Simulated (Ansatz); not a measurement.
Inside the gap of an insulator the Bloch states are evanescent, with a wavenumber k + iκ along the transport direction.

Here is the system:

```yaml
crystal:
  lattice:
    - [5.95722, 0.00000, 0.00000]
    - [-2.97861, 5.15910, 0.00000]
    - [2.97861, 1.71970, 2.43202]
  atoms:
    - { symbol: Ba, position: [0.00000, 0.00000, 0.00000] }
    - { symbol: Zr, position: [0.00000, 0.50000, 0.50000] }
    - { symbol: O, position: [0.50000, 0.00000, 0.00000] }
    - { symbol: O, position: [0.50000, 0.50000, 0.00000] }
    - { symbol: O, position: [0.00000, 0.50000, 0.00000] }
```

Space group of this cell: Pm-3m, cubic perovskite. The cell is taken as given; by r2SCAN its mean pressure is -0.8 GPa.

Transport runs along the normal of the first two printed cell vectors, the (111) plane of the conventional cell.

No gap correction and no spin-orbit coupling; mid-gap values are interpolated between computed energies.

Give the band gap and the smallest decay constant κ at mid-gap that r2SCAN (Ansatz, a quantum-chemistry and plane-wave program) yields.

Gap 3.72 eV on a 12×12×12 mesh; κ = 0.345 1/Å, at the zone centre.
